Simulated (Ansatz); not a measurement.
L1₀ (CuAu-type) TiAl was calculated with RPBE (PAW; Ansatz, a quantum-chemistry and plane-wave program).

Run with plane-wave cutoff 520 eV, 22×22×16 k mesh (along the axes of the cell as run), Fermi–Dirac smearing 0.037 eV (set by the program), no spin polarisation, scalar-relativistic PAW data made under PBE.

Cell (relaxed at this level):

```xyz
2
Lattice="2.8461 0.0000 0.0000 0.0000 2.8461 0.0000 0.0000 0.0000 4.1057" Properties=species:S:1:pos:R:3 pbc="T T T"
Ti     0.0000     0.0000     0.0000
Al     1.4230     1.4230     2.0528
```

Question: Estimate the polycrystal shear modulus (Hill average), Young modulus, elastic constant C44, elastic constant C13 and elastic constant C33 that the calculation returns.

Answer: 
* **polycrystal shear modulus (Hill average)**: 67.6 GPa
* **Young modulus**: 168 GPa
* **elastic constant C44**: 107 GPa
* **elastic constant C13**: 77.8 GPa
* **elastic constant C33**: 165 GPa

Measured, for comparison: elastic constant C44 109 GPa, elastic constant C13 75 GPa, elastic constant C33 183 GPa (0 K, extrapolated to 0 K, Ti-56 at.% Al crystal; axes of the face-centred tetragonal cell; as tabulated in Qi et al. (2023), arXiv:2305.11825). Computed (rounded) less measured: elastic constant C44 -2 %, elastic constant C13 +4 %, elastic constant C33 -10 %.

Elastic constants are with the ions relaxed.

The computed numbers hold no vibrational or temperature effects.
